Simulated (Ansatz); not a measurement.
Consider the following.

End structure of the (111) surface of fcc Pb in its 1x1 cell, outermost plane spacing 2.91 Å in the ideal cut:

```xyz
6
Lattice="3.5629 0.0000 0.0000 -1.7814 3.0855 0.0000 0.0000 0.0000 31.0000" Properties=species:S:1:pos:R:3 pbc="T T T"
Pb     0.0000     2.0570     8.2899
Pb     1.7814     1.0285    11.0553
Pb     0.0000     0.0000    14.0343
Pb     0.0000     2.0570    16.9657
Pb     1.7814     1.0285    19.9447
Pb     0.0000     0.0000    22.7101
```

Set-up: 6 atoms, 14.5 Å thick at the start; mesh 12x12x1; 0.1 eV smearing; dipole correction on; all atoms relaxed; held to the start's symmetry, so lower structures may exist; no spin, no spin-orbit, no U.

Task: Predict the work function of the top face from PBE (Ansatz, an electronic-structure program).

Result: 3.82 eV

Task: Predict the surface energy (mean of both faces) from PBE.

Result: 16 meV/Å²
